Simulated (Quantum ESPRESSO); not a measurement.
**A short convergence ladder for Cs₂O₂ (Immm, 4 atoms in the cell)**

```
CELL_PARAMETERS angstrom
      2.15602     3.20259     3.75994
     -2.15602     3.20259     3.75994
     -2.15602    -3.20259     3.75994
ATOMIC_POSITIONS crystal
  Cs 0.25356 0.00000 0.25356
  Cs 0.74644 0.00000 0.74644
  O  0.00000 0.38280 0.61720
  O  0.00000 0.61720 0.38280
```

Base method: LDA (PZ), GBRV 1.5 ultrasoft (LDA) pseudopotentials (plane waves; Quantum ESPRESSO).

Base settings: ecutwfc = 40 Ry; ecutrho = 200 Ry; occupations = fixed; potentials = {Cs: cs_lda_v1.uspp.F.UPF, O: o_lda_v1.2.uspp.F.UPF}; K_POINTS = automatic 3 3 3 0 0 0; nbnd = 17; conv_thr = 1e-10 Ry.

**Zone-centre phonons against the cutoff**

In this ladder: ph.x.tr2_ph = 1e-14; ph.x.fildyn = dyn.G; ph.x.epsil = true; dynmat.x.fildyn = dyn.G; dynmat.x.asr = crystal. Moved along: ecutrho.

The mesh stays at the base's, so the ladder's end is converged at best in this setting alone.

Frequencies are those of the unrelaxed cell, without the LO-TO term of polar crystals.

Only quantities that move along the ladder and can be compared are tabulated; the gap is left out on so coarse a mesh.

| ecutwfc | highest zone-centre frequency (cm⁻¹) | lowest optical frequency (cm⁻¹) | largest Born charge (mean of the diagonal) (e) | mean ε∞ |
|---|---|---|---|---|
| 20 Ry | 1127.5 | -32.8 | 1.142 | 3.342 |
| 28 Ry | 809.1 | 60.5 | 1.279 | 3.300 |
| 40 Ry | 801.0 | 60.5 | 1.329 | 3.298 |
| 48 Ry | 799.1 | 60.6 | 1.331 | 3.298 |

Coarsest ecutwfc that holds the lowest optical frequency within 1 cm⁻¹ of the last step, with all finer ones: 28 Ry; the step before is off by 93 cm⁻¹.

Coarsest ecutwfc that holds the mean ε∞ within 0.01 of the last step, with all finer ones: 28 Ry; the step before is off by 0.045.

Coarsest ecutwfc that holds the highest zone-centre frequency within 5 cm⁻¹ of the last step, with all finer ones: 40 Ry; the step before is off by 9.9 cm⁻¹.

On the base run: the starting cell comes from a database of computed structures (which also holds hypothetical and non-ambient phases and stackings), without a prior relaxation at this level. Its lattice was rescaled by up to half a per cent. In the base run, with a pressure of about -3 GPa the cell is away from its equilibrium volume at this level.
